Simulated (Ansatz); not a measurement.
Electronic density of states of amorphous Si$_{30}$N$_{40}$W, density 3.14 g/cm³, on a 2×2×2 Γ-centred mesh with a Gaussian width of 0.1 eV; energies count from the Fermi level, whose place inside the gap is arbitrary. Cell and mesh are small, so fine structure isn't converged. Level of theory: PBE, scalar-relativistic without spin-orbit coupling (plane waves to 420 eV, PAW; Ansatz, a program for electronic structure). Sampling: a 2×2×2 Γ-centred mesh; Fermi-Dirac width 0.02 eV; no spin polarisation. The usual formal charges leave 6 electrons over, so the level spacing at the Fermi energy parts defect or band states and needn't be the band gap. At PBE the levels at the empty edge of the gap are localised (band-tail or defect states).

It comes from a melt-quench run on a machine-learned potential (CHGNet), relaxed afterwards by DFT. N atoms were pushed apart under 1.9 Å during the dynamics, to hinder bonds among them. The hot cell started wider than the set density and was brought back towards it in steps. It is the lowest in DFT energy of 2 quenches. It is a model cell: composition and starting density were chosen by hand, and all elements were melted together. No dispersion term was used. Its density started from a set value of 3.27 and ended at 3.14 g/cm³. Cooling (nominally 450 K/ps over its main leg) ran many orders faster than in experiment, which tends to leave more defects and strain. A cell of this size samples the disorder only roughly. Volume and shape were free in the relaxation. Stress components on the final sampling reach 0.8 GPa. Cycles of charging lowered its energy after that relaxation.

(E - EF (eV), states/(eV atom)): (-12.00, 0.00); (-11.90, 0.00); (-11.80, 0.00); (-11.70, 0.00); (-11.60, 0.00); (-11.50, 0.00); (-11.40, 0.00); (-11.30, 0.00); (-11.20, 0.00); (-11.10, 0.03); (-11.00, 0.12); (-10.90, 0.18); (-10.80, 0.17); (-10.70, 0.18); (-10.60, 0.17); (-10.50, 0.17); (-10.40, 0.17); (-10.30, 0.21); (-10.20, 0.27); (-10.10, 0.25); (-10.00, 0.27); (-9.90, 0.27); (-9.80, 0.26); (-9.70, 0.26); (-9.60, 0.24); (-9.50, 0.22); (-9.40, 0.21); (-9.30, 0.22); (-9.20, 0.25); (-9.10, 0.29); (-9.00, 0.26); (-8.90, 0.24); (-8.80, 0.23); (-8.70, 0.23); (-8.60, 0.26); (-8.50, 0.20); (-8.40, 0.22); (-8.30, 0.28); (-8.20, 0.29); (-8.10, 0.32); (-8.00, 0.28); (-7.90, 0.28); (-7.80, 0.36); (-7.70, 0.36); (-7.60, 0.33); (-7.50, 0.32); (-7.40, 0.32); (-7.30, 0.37); (-7.20, 0.37); (-7.10, 0.37); (-7.00, 0.41); (-6.90, 0.37); (-6.80, 0.36); (-6.70, 0.37); (-6.60, 0.42); (-6.50, 0.50); (-6.40, 0.47); (-6.30, 0.48); (-6.20, 0.44); (-6.10, 0.45); (-6.00, 0.46); (-5.90, 0.52); (-5.80, 0.52); (-5.70, 0.44); (-5.60, 0.49); (-5.50, 0.48); (-5.40, 0.47); (-5.30, 0.49); (-5.20, 0.51); (-5.10, 0.49); (-5.00, 0.43); (-4.90, 0.40); (-4.80, 0.41); (-4.70, 0.40); (-4.60, 0.38); (-4.50, 0.39); (-4.40, 0.39); (-4.30, 0.39); (-4.20, 0.42); (-4.10, 0.44); (-4.00, 0.45); (-3.90, 0.45); (-3.80, 0.45); (-3.70, 0.48); (-3.60, 0.44); (-3.50, 0.42); (-3.40, 0.41); (-3.30, 0.40); (-3.20, 0.42); (-3.10, 0.46); (-3.00, 0.47); (-2.90, 0.48); (-2.80, 0.48); (-2.70, 0.47); (-2.60, 0.45); (-2.50, 0.47); (-2.40, 0.43); (-2.30, 0.40); (-2.20, 0.40); (-2.10, 0.38); (-2.00, 0.35); (-1.90, 0.27); (-1.80, 0.23); (-1.70, 0.24); (-1.60, 0.21); (-1.50, 0.18); (-1.40, 0.16); (-1.30, 0.09); (-1.20, 0.03); (-1.10, 0.09); (-1.00, 0.14); (-0.90, 0.10); (-0.80, 0.14); (-0.70, 0.07); (-0.60, 0.01); (-0.50, 0.00); (-0.40, 0.00); (-0.30, 0.00); (-0.20, 0.00); (-0.10, 0.00); (0.00, 0.00); (0.10, 0.00); (0.20, 0.00); (0.30, 0.00); (0.40, 0.00); (0.50, 0.00); (0.60, 0.00); (0.70, 0.04); (0.80, 0.12); (0.90, 0.12); (1.00, 0.08); (1.10, 0.10); (1.20, 0.16); (1.30, 0.18); (1.40, 0.08); (1.50, 0.06); (1.60, 0.09); (1.70, 0.09); (1.80, 0.09); (1.90, 0.12); (2.00, 0.13); (2.10, 0.15); (2.20, 0.18); (2.30, 0.22); (2.40, 0.24); (2.50, 0.22); (2.60, 0.21); (2.70, 0.26); (2.80, 0.27); (2.90, 0.27); (3.00, 0.27); (3.10, 0.27); (3.20, 0.31); (3.30, 0.31); (3.40, 0.29); (3.50, 0.32); (3.60, 0.33); (3.70, 0.35); (3.80, 0.34); (3.90, 0.28); (4.00, 0.29); (4.10, 0.34)

The level spacing at the Fermi energy on this mesh is 1.52 eV; the broadening fills part of it in the curve.
